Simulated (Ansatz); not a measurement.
The reference is HfSiO$_{4}$ (space group I4_1/amd, No. 141).

```yaml
crystal:
  lattice:
    - [-3.32272, 3.32272, 3.00709]
    - [3.32272, -3.32272, 3.00709]
    - [3.32272, 3.32272, -3.00709]
  atoms:
    - { symbol: O, position: [0.13473, 0.31893, 0.81580] }
    - { symbol: O, position: [0.61527, 0.93107, 0.68420] }
    - { symbol: O, position: [0.24687, 0.93107, 0.31580] }
    - { symbol: O, position: [0.50313, 0.31893, 0.18420] }
    - { symbol: O, position: [0.68107, 0.86527, 0.18420] }
    - { symbol: O, position: [0.06893, 0.75313, 0.68420] }
    - { symbol: O, position: [0.06893, 0.38473, 0.31580] }
    - { symbol: O, position: [0.68107, 0.49687, 0.81580] }
    - { symbol: Si, position: [0.50000, 0.50000, 0.00000] }
    - { symbol: Si, position: [0.25000, 0.75000, 0.50000] }
    - { symbol: Hf, position: [0.75000, 0.25000, 0.50000] }
    - { symbol: Hf, position: [0.00000, 0.00000, 0.00000] }
```

Cartesian axes are those of the cell as printed.

Computed with PBE/PAW in Ansatz (a first-principles code), spin-orbit coupling left out.

Base values:

- Shortest interatomic distance: 1.638 Å

It is then changed as follows: uniaxial stress, 5 GPa compression along z; all other stress components relax to zero.

### Question
Predict the new mean lateral Poisson ratio.

### Answer
The mean lateral Poisson ratio is 0.32.

### Question
Predict the new shortest interatomic distance.

### Answer
The shortest interatomic distance falls by 0.0045 Å, from 1.638 Å to 1.634 Å.

### Question
Estimate the effect on the energy relative to the base.

### Answer
The energy rises by 2.2 meV/atom.

Load acts through the strain it causes; cell and atoms are relaxed under it. Stability under load was not tested beyond the relaxation.
